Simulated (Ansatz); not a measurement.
Hypothetical rock salt BeTe, alloy series

Base system: BeTe in the rock salt structure (space group Fm-3m, No. 225; a hypothetical phase, not in the database extracts checked).

```xyz
2
Lattice="0.0000 2.6850 2.6850 2.6850 0.0000 2.6850 2.6850 2.6850 0.0000" Properties=species:S:1:pos:R:3 pbc="T T T"
Te     0.0000     0.0000     0.0000
Be     2.6850     2.6850     2.6850
```

The other end (x = 1) is BeSn in the rock salt structure (space group Fm-3m, No. 225; a hypothetical phase, not in the database extracts checked): 18.05 Å³/atom, gap zero; this end may not be an ambient phase.

Sn replaces a fraction x of Te; each row is one arrangement (x, atoms in the cell, starting space group or random), fully relaxed.

Method: r2SCAN in Ansatz (plane waves to 500 eV, PAW, scalar-relativistic without spin-orbit coupling).

Notes on the quantities. mixing energy: to 0.01 eV only: unlike meshes or grids; against an end that may be hypothetical.

```tsv
case	mixing energy	density
base	–	5.86 g/cm³
x(Sn) = 0.333, 6 atoms, Immm	[?]	5.93 g/cm³
x(Sn) = 0.5, 4 atoms, P4/mmm	+0.05 eV/atom	5.97 g/cm³
x(Sn) = 0.5, 8 atoms, C2/m	+0.03 eV/atom	5.85 g/cm³
x(Sn) = 0.75, 8 atoms, Pm-3m	+0.03 eV/atom	5.95 g/cm³
```

**Question.** Some entries are withheld; estimate them.

**Answer.** 
- x(Sn) = 0.333, 6 atoms, Immm, mixing energy: +0.06 eV/atom

These are small ordered cells, not random alloys; other orderings at the same x differ. Stability against distortions was not tested. The final runs are not spin-polarised.

Ansatz is a program for electronic structure.
